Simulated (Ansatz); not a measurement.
# MgS: pressure 1.5 GPa

The parent structure is MgS in the rock salt structure (space group Fm-3m, No. 225; a = 5.2296 Å).

Perturbation: a hydrostatic pressure of 1.5 GPa.

All numbers come from plane-wave PAW DFT at the PBE level (Ansatz, an electronic-structure program, 420 eV), scalar-relativistic without spin-orbit coupling, earlier PAW set. Γ-centred 11×11×11 mesh, Fermi–Dirac width 0.05 eV.

The volume per atom drops by 0.345 Å³ (17.88 Å³ → 17.53 Å³) and the density rises by 0.05 g/cm³, from 2.62 g/cm³ to 2.67 g/cm³. The lattice parameter a decreases by 0.034 Å to 5.196 Å and the shortest interatomic distance falls by 0.017 Å to 2.598 Å. The enthalpy H = E + PV relative to the base's energy is +0.17 eV/atom and the band gap increases by 0.04 eV, from 2.76 eV to 2.80 eV. The gap character is still indirect, Γ → X and the smallest direct gap grows by 0.152 eV (3.60 eV → 3.76 eV). The mean gap deformation potential ΔEg/Δln V is -2.1 eV and the electron mass goes from 0.52 mₑ along k, 0.29 mₑ across (at X) to 0.53 mₑ along k, 0.29 mₑ across (at X). The hole mass (degenerate bands, along [100]) changes from 0.25, 0.97, 0.97 mₑ (at Γ) to 0.25, 0.95, 0.95 mₑ (at Γ) and the valley order (the lowest conduction-band minima on the path, energy above the VBM, named in the base's zone) goes from X along ⟨100⟩ 2.76 eV; Γ 3.60 eV to X along ⟨100⟩ 2.80 eV; Γ 3.76 eV.

Load acts through the strain it causes; cell and atoms are relaxed under it. Masses are band curvatures over ±0.01 Å⁻¹ around the edge. Along k means along the line from Γ to the band edge. Stability against distortions was not tested.
